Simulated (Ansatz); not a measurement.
Worked example: self-consistent single point of Ge₂Mo (I4mm, 3 atoms in the cell) in Ansatz (a program for electronic structure).

Computed with LDA (PW92), default PAW files made with PBE (plane waves; Ansatz).

The change in words: lattice scaled by 0.98; kpoints.mp_grid.grid: 14 14 14 → 18 18 18. Reference geometry:
```xyz
3
Lattice="-1.6684 1.6684 4.1137 1.6684 -1.6684 4.1137 1.6684 1.6684 -4.1137" Properties=species:S:1:pos:R:3 pbc="T T T"
Ge     0.0000     0.0000     5.4938
Ge     0.0000     0.0000     2.7835
Mo     0.0000     0.0000     0.0000
```

Reference input (self-consistent single point, DFT, LDA (PW92), plane waves, default PAW files made with PBE): basis.ecutwfc = 420 eV; kpoints.mp_grid.grid = 14 14 14; hamiltonian.xc = lda; hamiltonian.pseudopotentials = {kind: paw} (the program's default PAW files); scf.occupations.method = gaussian; scf.occupations.width = 0.1 eV. This run's input differs from it in these lines:

Ansatz 0.2 input:
```diff
@@ -3,5 +3,5 @@
   lattice:
-    - [-1.66839500, 1.66839500, 4.11365600]
-    - [1.66839500, -1.66839500, 4.11365600]
-    - [1.66839500, 1.66839500, -4.11365600]
+    - [-1.63502700, 1.63502700, 4.03138300]
+    - [1.63502700, -1.63502700, 4.03138300]
+    - [1.63502700, 1.63502700, -4.03138300]
   atoms:
@@ -14,3 +14,3 @@
   mp_grid:
-    grid: [14, 14, 14]
+    grid: [18, 18, 18]
 hamiltonian:
```

The program printed (abridged):

```
SCF iter   1: F=—  HF=-13274.996886 eV  |F-HF|=—  |Δ(HF+E_count)|=         —  Δρ=7.62e-3  dr2=1.70e-2  ethr=1.77e-3  ⟨swp⟩=5.2  Hψ=49264  notcnv=0
all-band conjugate gradients solve this SCF's bands
preconditioner: auto → Kerker (q_TF=auto, 2.716 Å⁻¹)
SCF iter   2: F=—  HF=-13274.993810 eV  |F-HF|=—  |Δ(HF+E_count)|=   3.08e-3  Δρ=3.71e-3  dr2=3.43e-3  ethr=4.04e-5  ⟨swp⟩=2.7  Hψ=24256  notcnv=0
SCF iter   3: F=—  HF=-13274.993111 eV  |F-HF|=—  |Δ(HF+E_count)|=   6.99e-4  Δρ=1.33e-3  dr2=4.76e-4  ethr=8.16e-6  ⟨swp⟩=1.5  Hψ=12396  notcnv=0
SCF iter   4: F=—  HF=-13274.992962 eV  |F-HF|=—  |Δ(HF+E_count)|=   1.50e-4  Δρ=3.58e-4  dr2=6.78e-5  ethr=1.13e-6  ⟨swp⟩=2.0  Hψ=20381  notcnv=0
SCF iter   5: F=—  HF=-13274.992934 eV  |F-HF|=—  |Δ(HF+E_count)|=   2.77e-5  Δρ=1.45e-4  dr2=5.01e-6  ethr=1.61e-7  ⟨swp⟩=2.0  Hψ=20159  notcnv=0
SCF iter   6: F=-13274.992933 eV  HF=-13274.992933 eV  |F-HF|=9.85e-9  |Δ(HF+E_count)|=   1.26e-6  Δρ=1.52e-5  dr2=6.46e-8  ethr=2.38e-10  ⟨swp⟩=5.8  Hψ=61345  notcnv=0
SCF 1 converged in 6 iterations: F = -13274.992933 eV  dr2 = 6.46e-8
Free energy (F): -13274.992933 eV
Internal energy: -13274.989959 eV  (E = F + TS)
E sigma→0 (E₀):  -13274.991446 eV
Entropy (-TS):   -0.002974 eV (-0.991 meV/atom)
Fermi energy:    17.644222 eV
--- Forces (eV/Å), atoms counted from 1 ---
  atom   1  Ge     0.00000000     0.00000000    -0.49641859
  atom   2  Ge    -0.00000000    -0.00000000     0.24292290
  atom   3  Mo    -0.00000000     0.00000000     0.25348968
--- Stress (GPa, compression-positive) ---
        1.538196       0.000000      -0.000000
        0.000000       1.538196      -0.000000
       -0.000000       0.000000       2.940454
  P = ⅓ Tr σ = 2.0056 GPa (20.056 kbar)
  The stress holds the Pulay correction. Without it, at fixed plane waves, as pw.x and ABINIT print it: P = 1.9664 GPa
```

The run converged in 6 iterations. Against the reference run the free energy goes down by 20.2 meV/atom, the pressure goes from -8.59 to 2.01 GPa and the largest force goes from 0.559 to 0.496 eV/Å.

The starting cell comes from a database of computed structures (which also holds hypothetical and non-ambient phases and stackings), without a prior relaxation at this level. Its lattice was rescaled by up to half a per cent. One atom was moved a little off its site on purpose. For this run, on top of that: lattice scaled by 0.98. Spin polarisation is off. Ansatz's pressure includes its estimate of the finite-basis (Pulay) stress.
